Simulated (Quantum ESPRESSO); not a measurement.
Quantum ESPRESSO 7.5, DFT, PBE, plane waves, SSSP 1.1.2 efficiency PBE: bcc Mo, atoms displaced (Mo12), 12 atoms. Basis and mesh were picked for this test and aren't claimed converged.

```yaml
cell: 8.18, 5.45, 5.45 Å; 109.5, 109.5, 109.5°
distance_to_the_nearest_atom: 2.29 to 2.67 Å
task: scf
k mesh: 2×3×3
ecutwfc: 45 Ry
ecutrho: 360 Ry
occupations: smearing
smearing: mv
degauss: 0.02 Ry
conv_thr: 1.2e-08 Ry
tprnfor: true
tstress: false
k-point pools (-nk): 4
diagonalization: david (default)
k-points computed: 10
bands: 101
electrons: 168
G-vectors of the density: 145623
FFT grid: 96×64×64
```

Settings of this run: mixing_mode = local-TF, mixing_beta = 0.1, mixing_ndim = 8; 8 ranks.

```
SCF iteration  band solver's avg # of iterations (first pass)  estimated scf accuracy (Ry)
-------------  ----------------------------------------------  ---------------------------
1                                                         2.0                   0.75914675
2                                                         1.0                   0.63360457
3                                                         2.1                   0.07162222
4                                                         2.5                   0.07388354
5                                                         2.0                   0.03390958
6                                                        11.0                   0.00854992
7                                                         5.5                   0.01287556
8                                                         1.0                   0.00318114
9                                                         6.0                   0.00095945
10                                                        2.2                   0.00082043
11                                                        1.3                   0.00045185
12                                                        7.1                   0.00029781
13                                                        2.8                   0.00091543
14                                                        2.7                   0.00210160
15                                                        1.0                   0.00186802
16                                                        3.6                   0.00438653
17                                                        6.6                   0.01229062
18                                                        1.0                   0.01300131
19                                                        7.0                   0.00031070
20                                                        1.5                   0.00011846
21                                                        4.4                   0.00000171
22                                                        5.6                   0.00000075
23                                                        4.8                   0.00000303
24                                                        2.0                   0.00000087
25                                                        2.6                   0.00000016
26                                                        2.3                   0.00000045
27                                                        4.3                   0.00000004
28                                                        4.9                   0.00000009
29                                                        5.0                   0.00000010
30                                                        1.1                   0.00000005
31                                                        1.0                   0.00000008
32                                                        2.0                   0.00000001
```

It converged after 32 SCF iterations.

**Question.** Which change of one setting makes this cycle converge in far fewer steps?

**Answer.** Several could match; the one computed here: mixing_beta = 0.7 (10 SCF iterations) or mixing_beta = 0.4 (12 SCF iterations), all else kept. The other changes of this size gave: mixing_beta = 0.2 (16); mixing_mode = plain (18); mixing_mode = TF (22). The first change moves the result by: energy equal as printed, forces (largest component) 0.23 meV/Å. Counts are of single runs.
